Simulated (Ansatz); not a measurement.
Results of PBEsol in Ansatz (PAW) for cubic perovskite KMgF3.

Run with plane-wave cutoff 520 eV, 8×8×8 k mesh, Fermi–Dirac smearing 0.01 eV, scalar-relativistic PAW data made under PBE.

The cell is scaled about its equilibrium volume:

| V (Å³/atom) | P (GPa) | direct gap at Γ (eV) | smallest gap on the k mesh (eV) |
|---|---|---|---|
| 11.955 | 5.14 | 7.905 | 7.585 |
| 12.209 | 3.23 | 7.742 | 7.421 |
| 12.464 | 1.53 | 7.586 | 7.264 |
| 12.718 | 0.00 | 7.436 | 7.114 |
| 12.973 | -1.37 | 7.293 | 6.971 |
| 13.227 | -2.59 | 7.155 | 6.834 |
| 13.481 | -3.69 | 7.023 | 6.703 |

The fundamental gap (7.11 eV at the equilibrium volume, with added k points) lies elsewhere than Γ–Γ.

Ansatz is a program for electronic structure.
